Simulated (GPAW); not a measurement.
## How far to go with the plane-wave cutoff: Cs (Im-3m, 1 atom in the cell)

```
Cs
1.0
   -3.03475     3.03475     3.03475
    3.03475    -3.03475     3.03475
    3.03475     3.03475    -3.03475
Cs
1
Direct
  0.00000   0.00000   0.00000
```

Computed with PBEsol, GPAW PAW datasets PBEsol (made by gpaw-setup) (plane waves; GPAW).

Base settings: mode = pw; ecut = 550 eV; xc = PBEsol; kpts = 3 3 3; mesh shift (steps) = 0 0 0; occupations.name = methfessel-paxton; occupations.width = 0.1 eV; occupations.order = 0; nbands = -7; convergence.density = 1e-05 e/electron.

The second cell is the first with its lattice scaled by 0.98.

The mesh stays at the base's, so the ladder's end is converged at best in this setting alone.

Only quantities that move along the ladder and can be compared are tabulated.

The count of work is k-points × plane waves × bands × iterations; it is no time. 

The starting cell has typed, rounded lattice constants, without a prior relaxation at this level. Its lattice was rescaled by up to half a per cent. Without a gap this mesh is coarse (it stands for a supercell whose shortest vector is 16 Å).

| ecut | free energy less the last step's (meV/atom) | energy of the compressed cell less the first (meV/atom) | pressure (GPa) | count of work / last |
|---|---|---|---|---|
| 190 eV | 56.76 | -3.39 | -0.29 | 0.040 |
| 220 eV | 30.89 | -3.22 | -0.29 | 0.060 |
| 250 eV | 13.68 | -2.32 | -0.21 | 0.077 |
| 275 eV | 8.46 | -3.10 | -0.16 | 0.093 |
| 300 eV | 6.83 | -2.93 | -0.14 | 0.091 |
| 330 eV | 6.61 | -3.11 | -0.14 | 0.11 |
| 385 eV | 4.82 | -3.03 | -0.14 | 0.13 |
| 440 eV | 3.49 | -3.23 | -0.14 | 0.18 |
| 495 eV | 2.77 | -3.08 | -0.13 | 0.20 |
| 550 eV | 2.74 | -3.16 | -0.13 | 0.24 |
| 605 eV | 2.58 | -3.07 | -0.13 | 0.29 |
| 660 eV | 2.26 | -3.07 | -0.14 | 0.33 |
| 740 eV | 1.51 | -3.09 | -0.14 | 0.34 |
| 825 eV | 0.74 | -3.08 | -0.14 | 0.40 |
| 960 eV | 0.20 | -3.08 | -0.13 | 0.60 |
| 1100 eV | 0.03 | -3.10 | -0.13 | 0.67 |
| 1320 eV | 0.00 | -3.08 | -0.13 | 1.0 |

Coarsest ecut that holds the free energy within 0.5 meV/atom of the last step, with all finer ones: 960 eV; the step before is off by 0.74 meV/atom.

Coarsest ecut that holds the pressure within 0.1 GPa of the last step, with all finer ones: 250 eV, at 0.077 of the last step's count of work; the step before is off by 0.16 GPa.

Coarsest ecut that holds the energy of the compressed cell less the first within 0.2 meV/atom of the last step, with all finer ones: 275 eV, at 0.093 of the last step's count of work; the step before is off by 0.76 meV/atom.

The energy difference between the two cells stays within 1 meV/atom of the last step's from 190 eV on, the total only from 825 eV on: much of the error is common to both cells and cancels.

Two neighbours can agree and both be off: 300 eV and 330 eV differ by 0.22 meV/atom in the free energy, yet lie about 6.6 meV/atom from the last step.
